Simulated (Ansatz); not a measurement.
The starting structures come from a database of crystals and need not be the phases stable at ambient conditions.

# Evanescent states of Sr(MgBi)2 (P-3m1, not sure to be the ambient phase, 5 atoms a cell, 32.3 Å³ an atom) along the normal of (110)

Level of theory: r2SCAN (plane waves, PAW; Ansatz, an electronic-structure program).

The gap is the functional's own. No spin-orbit coupling. Mid-gap values are interpolated on the energy grid.

Energies count from the valence-band top; κ is the least over a 4×4 mesh across the current.

```json
[
 {"E (eV)": "0.04", "κ (1/Å)": "0.024", "where": "Γ"},
 {"E (eV)": "0.10", "κ (1/Å)": "0.039", "where": "Γ"},
 {"E (eV)": "0.17", "κ (1/Å)": "0.049", "where": "Γ"},
 {"E (eV)": "0.24", "κ (1/Å)": "[?]", "where": "Γ"},
 {"E (eV)": "0.32", "κ (1/Å)": "[?]", "where": "Γ"},
 {"E (eV)": "0.39", "κ (1/Å)": "[?]", "where": "Γ"},
 {"E (eV)": "0.46", "κ (1/Å)": "[?]", "where": "Γ"},
 {"E (eV)": "0.53", "κ (1/Å)": "[?]", "where": "Γ"},
 {"E (eV)": "0.59", "κ (1/Å)": "[?]", "where": "Γ"},
 {"E (eV)": "0.67", "κ (1/Å)": "[?]", "where": "Γ"},
 {"E (eV)": "0.73", "κ (1/Å)": "[?]", "where": "Γ"},
 {"E (eV)": "0.81", "κ (1/Å)": "[?]", "where": "Γ"},
 {"E (eV)": "0.88", "κ (1/Å)": "0.054", "where": "Γ"},
 {"E (eV)": "0.94", "κ (1/Å)": "0.046", "where": "Γ"},
 {"E (eV)": "1.01", "κ (1/Å)": "0.034", "where": "Γ"}
]
```

Question: Some entries are withheld; supply them.

Answer: 
- 0.24, κ (1/Å): 0.056
- 0.32, κ (1/Å): 0.061
- 0.39, κ (1/Å): 0.064
- 0.46, κ (1/Å): 0.066
- 0.53, κ (1/Å): 0.067
- 0.59, κ (1/Å): 0.067
- 0.67, κ (1/Å): 0.066
- 0.73, κ (1/Å): 0.064
- 0.81, κ (1/Å): 0.060
